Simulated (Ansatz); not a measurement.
Consider Ge in the diamond structure (space group Fd-3m, No. 227; a = 5.674 Å).

Structures relaxed with Ansatz (a program for electronic structure), r2SCAN, PAW, cutoff 500 eV, spin-orbit coupling left out.

Base:

Simulated powder pattern, Co Kα, λ = 1.79026 Å (kinematic, ideal powder, no thermal factors, no anomalous dispersion; the 8 strongest lines at most, above 2 %, up to 2θ = 90°):

| 2θ (°) | I/Imax (%) | hkl |
|---|---|---|
| 31.71 | 100 | (111) |
| 53.00 | 72 | (220) |
| 63.09 | 43 | (311) |
| 78.25 | 12 | (400) |
| 86.88 | 19 | (331) |

The change: an isotropic linear strain of +2.50 %; the atoms relax in the strained cell.

After the change:

Simulated powder pattern, Co Kα, λ = 1.79026 Å (kinematic, ideal powder, no thermal factors, no anomalous dispersion; the 8 strongest lines at most, above 2 %, up to 2θ = 90°):

```tsv
2θ (°)	I/Imax (%)	hkl
30.92	100	(111)
51.61	73	(220)
61.39	44	(311)
75.99	12	(400)
84.26	19	(331)
```

The indices refer to the base's conventional cell; one index is shown for lines that coincide.

Stability against distortions was not tested.
